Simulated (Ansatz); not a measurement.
Consider TaRu (space group P4/mmm, No. 123; a = 3.0245 Å, c = 3.3863 Å).

Computed with PBEsol, PAW, 420 eV (Ansatz, a program for electronic structure; spin-orbit coupling left out).

Before the change:

```
Quantity              Result
-------------------  -------
Lattice parameter a  3.025 Å
c/a ratio              1.120
```

One thing is altered: cell and atoms relaxed at a pressure of 10 GPa.

### Question
What happens to the lattice parameter a and c/a ratio?

### Answer
The lattice parameter a falls by 0.033 Å, from 3.025 Å to 2.992 Å; the c/a ratio is nearly the same (1.120 against 1.118).

Load acts through the strain it causes; cell and atoms are relaxed under it. No phonon test of stability was made. No other phases were tried under pressure. The final runs are not spin-polarised.
